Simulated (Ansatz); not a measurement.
# Effect of tensor shear ε_xy = +1.43 % on LiF

Start from LiF in the rock salt structure (space group Fm-3m, No. 225; a = 4.008 Å). Axes: x, y, z lie along the cube axes.

It is then changed as follows: tensor shear ε_xy = +1.43 % (engineering shear γ = 0.0286); the atoms relax in the strained cell.

Calculations: Ansatz (a quantum-chemistry and plane-wave program) PBEsol, no SOC. Settings: 14×14×14 k-points, 0.05 eV Fermi–Dirac smearing.

Volume per atom: 8.05 Å³ (base 8.05 Å³)
Space group: Immm (No. 71) (base Fm-3m (No. 225))
Shortest interatomic distance: 2.004 Å (base 2.004 Å)
Energy relative to the base (free energy F): +1.3 meV/atom
Band gap: 8.97 eV (base 9.05 eV)
Gap character: direct at Γ (base direct at Γ)
Electron mass: 0.88 mₑ (at Γ) (base 0.88 mₑ (at Γ))
Stress (xx, yy, zz, yz, xz, xy; compression positive): (0.04, 0.04, -0.04, 0.00, 0.00, -1.77) GPa

Final structure:

```yaml
crystal:
  lattice:
    - [0.02866, 2.00393, 2.00393]
    - [2.00393, 0.02866, 2.00393]
    - [2.03258, 2.03258, 0.00000]
  atoms:
    - { symbol: Li, position: [0.00000, 0.00000, 0.00000] }
    - { symbol: F, position: [0.50000, 0.50000, 0.50000] }
```

Effective masses come from finite differences of ±0.01 Å⁻¹. Whether these cells are dynamically stable was not tested. k-point labels follow each cell's own Brillouin zone.
